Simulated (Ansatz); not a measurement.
The starting structures come from a database of crystals and need not be the phases stable at ambient conditions.

By PBEsol, the system below comes out a metal.

Without scattering a metal conducts by its projected Fermi surface.

Given:

```
CELL_PARAMETERS angstrom
      5.49017     0.00000     0.00000
      0.00000     5.52048     0.00000
      0.00000     2.76024     1.59362
ATOMIC_POSITIONS crystal
  Zr 0.75000 0.66667 0.00000
  Zr 0.25000 0.33333 0.00000
  N  0.00000 0.00000 0.00000
  N  0.50000 0.00000 0.00000
```

Space group of this cell: P6_3/mmc, NiAs type. The cell is taken as given; by PBEsol its mean pressure is -6.1 GPa.

The current flows along the normal of the first two printed cell vectors, the (110) plane of the conventional cell. No spin-orbit coupling; the value is a mean over 0.1 eV about the Fermi level.

Q: Compute, with PBEsol (Ansatz, a first-principles code), the ballistic conductance per area.

A: 0.35 × 10¹⁵ S/m² for both spins.
